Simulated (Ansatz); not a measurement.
Results of BLYP (Ansatz, an electronic-structure program, plane waves, PAW) for cubic perovskite CsPbBr3 (cubic high-temperature phase).

Settings: plane-wave cutoff 520 eV, 6×6×6 k mesh, Fermi–Dirac smearing 0.01 eV, scalar-relativistic PAW data made under PBE.

Pressure at four volumes; x = ln(V/46.176 Å³). One pressure is withheld.

```tsv
V (Å³/atom)	x	P (GPa)
43.405	-0.0619	1.139
46.176	0.0000	0.000
48.023	0.0392	-0.567
48.946	0.0583	?
```

Pass a parabola P(x) through the three rows shown, estimate the bulk modulus and its pressure derivative near zero pressure, and predict the withheld pressure.

Slopes between the rows: (0.000 − (1.139))/(0.0000 − (-0.0619)) = -18.40 and (-0.567 − (0.000))/(0.0392 − (0.0000)) = -14.46 GPa. Their difference over the span 0.1011 is c = 3.94/0.1011 = 39.0 GPa, so P(x) = 1.139 + (-18.40)(x − (-0.0619)) + 39.0 (x − (-0.0619))(x − (0.0000)). At the middle row B = −dP/dx = −[-18.40 + 39.0 × 0.0619] = 16.0 GPa, and B′ = dB/dP = 2c/B = 4.9. At x = 0.0583 the parabola gives -0.799 GPa; the run gives -0.805 GPa. The Birch–Murnaghan fit to the energies at all volumes has B0 = 15.9 GPa and B′ = 4.8.

Note: the cell is over a tenth larger than the published one: the level's own overestimate first of all, though another phase or state, or a fault of the published cell, is possible; the relaxation could not lower the start's symmetry, so the cell can be a saddle point above a distorted one.

Spin–orbit coupling is not included; it can shift volumes and moduli of such heavy elements.
